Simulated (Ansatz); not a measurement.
The parent structure is WS2 in the 2H-MoS2 type structure (space group P6_3/mmc, No. 194; layered, stacked along the Cartesian z axis).

```xyz
6
Lattice="3.1149 0.0000 0.0000 -1.5574 2.6976 0.0000 0.0000 0.0000 11.7733" Properties=species:S:1:pos:R:3 pbc="T T T"
W      0.0000     1.7984     2.9433
W      1.5574     0.8992     8.8300
S      0.0000     1.7984     7.2578
S      1.5574     0.8992     1.3711
S      1.5574     0.8992     4.5156
S      0.0000     1.7984    10.4022
```

Cartesian axes are those of the cell as printed.

Computed with Ansatz (a first-principles code) PBEsol-D3(BJ), spin-orbit coupling left out, earlier PAW set.

For the base:

```
Quantity                                      Result
-----------------------------  ---------------------
Valence-band top at Γ          0.00, -1.26, -1.60 eV
Band gap                                     0.66 eV
Shortest interatomic distance                2.389 Å
```

Modification: uniaxial stress, 5 GPa compression along x; all other stress components relax to zero.

Q: Predict the new valence-band top at Γ.

A: The valence-band top at Γ (three highest levels, from the VBM) goes from 0.00, -1.26, -1.60 eV to 0.00, -1.28, -1.67 eV.

Q: Predict the new band gap.

A: The band gap decreases by 0.014 eV, from 0.66 eV to 0.64 eV.

Q: What does the calculation give for the secant Young's modulus along x after the change?

A: The secant Young's modulus along x comes out as 280 GPa.

Q: Estimate the effect on the mean lateral Poisson ratio.

A: The mean lateral Poisson ratio amounts to 0.16.

Q: What happens to the shortest interatomic distance?

A: The shortest interatomic distance decreases by 0.0083 Å (2.389 Å → 2.380 Å).

Spin-orbit coupling, missing from the scalar runs, can matter with W. Load acts through the strain it causes; cell and atoms are relaxed under it. Stability under load was not tested beyond the relaxation.
